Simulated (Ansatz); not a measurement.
## Zr under a change: biaxial strain −1.50 %, plane normal [001], relaxed out of plane

The reference is Zr in the hcp (Mg type) structure (space group P6_3/mmc, No. 194; a = 3.182 Å, c = 5.124 Å; relaxed with 0.1 eV smearing). Axes: x lies along a and z along c of the hexagonal cell.

Modification: biaxial strain −1.50 %, plane normal [001], relaxed out of plane (Cartesian); in-plane vectors clamped, the third vector and the atoms free.

Calculations: PBEsol/PAW in Ansatz (a quantum-chemistry and plane-wave program), no spin-orbit coupling. k-mesh 21×21×11 (Γ-centred); smearing 0.1 eV (Fermi–Dirac).

Volume per atom: 22.10 Å³ (base 22.47 Å³)
Shortest interatomic distance: 3.135 Å (base 3.153 Å)
Pressure (mean of the normal stresses, compression positive): 1.5 GPa (base 0.0 GPa)
Band gap: zero (base zero)
Out-of-plane strain: +1.36 %
Mean in-plane stress (compression positive): +2.2 GPa

Final structure (turned so that z lies along the plane normal):

```xyz
2
Lattice="3.1348 0.0000 0.0000 1.5674 2.7148 0.0000 0.0000 0.0000 5.1933" Properties=species:S:1:pos:R:3 pbc="T T T"
Zr     3.1348     1.8099     3.8949
Zr     1.5674     0.9049     1.2983
```

Stability against distortions was not tested. The final runs are not spin-polarised.
